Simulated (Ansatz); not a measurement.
# WSe₂ (space group P6_3/mmc, No. 194; layered, stacked along the Cartesian z axis)

```cif
data_Se4W2
_chemical_formula_sum 'W2 Se4'
_space_group_name_H-M_alt 'P63/mmc'
_space_group_IT_number 194
_space_group_name_Hall '-P 6c 2c'
_cell_length_a 3.27904
_cell_length_b 3.27904
_cell_length_c 12.78623
_cell_angle_alpha 90.000
_cell_angle_beta 90.000
_cell_angle_gamma 120.000
loop_
_atom_site_label
_atom_site_type_symbol
_atom_site_symmetry_multiplicity
_atom_site_Wyckoff_symbol
_atom_site_fract_x
_atom_site_fract_y
_atom_site_fract_z
_atom_site_occupancy
W1 W 2 c 0.33333 0.66667 0.25000 1
Se1 Se 4 f 0.66667 0.33333 0.11828 1
```

All numbers come from plane-wave PAW DFT at the PBE-D3(BJ) level (Ansatz, a first-principles code, 420 eV), without spin-orbit coupling. Settings: 12×12×3 k-points, 0.05 eV Fermi–Dirac smearing.

```json
{
 "volume_per_atom": "19.84 Å³",
 "density": "9.53 g/cm³",
 "band_gap": "0.87 eV, indirect, Γ → K–Γ (47 % along)",
 "hole_mass": "1.3 mₑ along c, 0.70 mₑ across",
 "total_energy": "-7108.669 eV/atom (σ→0; compares only within this code and set-up)"
}
```

Spin-orbit coupling, missing from the scalar runs, can matter with W. Effective masses come from finite differences of ±0.01 Å⁻¹. Stability against distortions was not tested.
